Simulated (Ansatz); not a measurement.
## What electrons 1.0×10^21 cm⁻³ does to PbSe

The parent structure is PbSe in the rock salt structure (space group Fm-3m, No. 225; a = 6.218 Å).

Now apply this change: electron doping at 1.0×10^21 cm⁻³ (0.0601 per cell), with a uniform compensating background at fixed cell and a 300 K Fermi–Dirac width.

Calculations: PBE (Ansatz, a quantum-chemistry and plane-wave program; PAW; 420 eV plane waves; scalar-relativistic without spin-orbit coupling), earlier PAW set. Settings: 21×21×21 k-points, 0.0259 eV Fermi–Dirac smearing.

- Gap between the host's bands = 0.42 eV (base 0.44 eV)
- Gap character = direct at L (base direct at L)
- Valley order (the lowest conduction-band minima on the path, energy above the VBM, named in the base's zone) = L along ⟨111⟩ 0.42 eV; a point along ⟨110⟩, about 0.6 Å⁻¹ from Γ 1.22 eV (base L along ⟨111⟩ 0.44 eV; a point along ⟨110⟩, about 0.6 Å⁻¹ from Γ 1.23 eV)
- Fermi level relative to the doped band's edge (positive inside the band; to 0.05 eV) = +0.50 eV

Final structure:

```yaml
crystal:
  lattice:
    - [0.00000, 3.10883, 3.10883]
    - [3.10883, 0.00000, 3.10883]
    - [3.10883, 3.10883, 0.00000]
  atoms:
    - { symbol: Se, position: [0.00000, 0.00000, 0.00000] }
    - { symbol: Pb, position: [0.50000, 0.50000, 0.50000] }
```
Cell charge -0.060092.

Cost of the whole job for the changed cell (relaxation, final SCF and bands): around 40 core-seconds (rough).

Carriers are added with a uniform compensating background; total energy and stress of such cells depend on the potential's zero and are not compared; many-body gap narrowing is missing at this level. Spin-orbit coupling, missing from the scalar runs, can matter with Pb. Whether these cells are dynamically stable was not tested.
